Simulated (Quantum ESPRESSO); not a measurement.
Quantum ESPRESSO 7.5, DFT, PBE, plane waves, SSSP 1.1.2 efficiency PBE: diamond-structure Ge, 2 atoms. Basis and mesh were picked for this test and aren't claimed converged.

```fortran
&CONTROL
  calculation = 'scf'
  pseudo_dir = './pseudo'
  outdir = './out'
  tprnfor = .true.
  tstress = .false.
/
&SYSTEM
  ibrav = 0
  nat = 2
  ntyp = 1
  ecutwfc = 45
  ecutrho = 360
  occupations = 'smearing'
  smearing = 'gaussian'
  degauss = 0.005
/
&ELECTRONS
  conv_thr = 2e-09
/
ATOMIC_SPECIES
Ge 72.6300 ge_pbe_v1.4.uspp.F.UPF
CELL_PARAMETERS angstrom
  0.000000000000   2.829000000000   2.829000000000
  2.829000000000   0.000000000000   2.829000000000
  2.829000000000   2.829000000000   0.000000000000
ATOMIC_POSITIONS crystal
Ge   0.000000000000   0.000000000000   0.000000000000
Ge   0.250000000000   0.250000000000   0.250000000000
K_POINTS automatic
10 10 10 0 0 0
```

The program reports k-points computed: 47, bands: 18, electrons: 28, G-vectors of the density: 35149, FFT grid: 48×48×48, symmetry operations: 48.

Hardware: AMD EPYC (Zen 5), 96 cores on 1 socket, no SMT, 12 L3 cache groups; 94 cores' worth of CPU time may be used.

Each time is the median wall time of two to five repeats, run one at a time on the otherwise empty machine; start-up is included. Processes are pinned to neighbouring cores unless said otherwise. Build: conda-forge: Open MPI 5.0, OpenMP, OpenBLAS 0.3.34 (pthreads), FFTW, ScaLAPACK, ELPA. Other compilers and libraries give other times. Scratch files lie in a memory file system.

Started as
```bash
OMP_NUM_THREADS=1 mpirun -np 48 pw.x -nk 24 -in pw.in
```
(48 ranks, -nk 24) it takes 1.7 s and 7 SCF iterations.

Problem. How long does it take after this change: -nk 48?

Solution. About 2.1 s (3 runs within 1 %): 1.3× as long. Launch, exit and the like take 0.62 s of the 1.7 s. Change in the result: energy equal as printed.
